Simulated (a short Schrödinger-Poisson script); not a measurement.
From a short Schrödinger-Poisson script (our own, NumPy): 1D Poisson equation in equilibrium, electrons quantum, Hartree (BenDaniel-Duke, 12 states a valley, the channel's in-plane mass for all, wave functions free to enter the dielectric), parabolic valleys, classical holes, full ionisation, no traps, pinning or gate leakage.

Stack: symmetric double-gate stack, SiO2 on p-type Si(100), at 300 K.

From the gate side: 2.7 nm SiO2; 20 nm Si, acceptors 7e16 cm⁻³; 2.7 nm SiO2.

The device is made up for the run: typed textbook-type constants, with dimensions and the other settings drawn at random. SiO2: permittivity 3.9, conduction-band edge (eV) 3.15, gap (eV) 9, electron mass (mₑ) 0.5. Si: permittivity 11.7, conduction-band edge (eV) 0, gap (eV) 1.124, Nv at 300 K (cm⁻³) 3.1e19.

Channel valleys (confinement mass, in-plane density-of-states mass, number): Δ2 0.916, 0.19, 2; Δ4 0.19, 0.417, 4. At the gates, both at one voltage, the conduction-band edge of layer 1 lies 3.74 eV − eVg above the Fermi level of the channel. Gaps are held at their typed values at every temperature. Mesh 0.03 nm at interfaces.

Problem. Give the sheet density of all electrons at Vg = 2 V (cm⁻²); the capacitance of both gates at Vg = 2 V (μF/cm²); the sheet density of all electrons at Vg = 0.8 V (cm⁻²).

Solution. sheet density of all electrons at Vg = 2 V (cm⁻²): 1.90e13; capacitance of both gates at Vg = 2 V (μF/cm²): 2.24; sheet density of all electrons at Vg = 0.8 V (cm⁻²): 3.14e12.
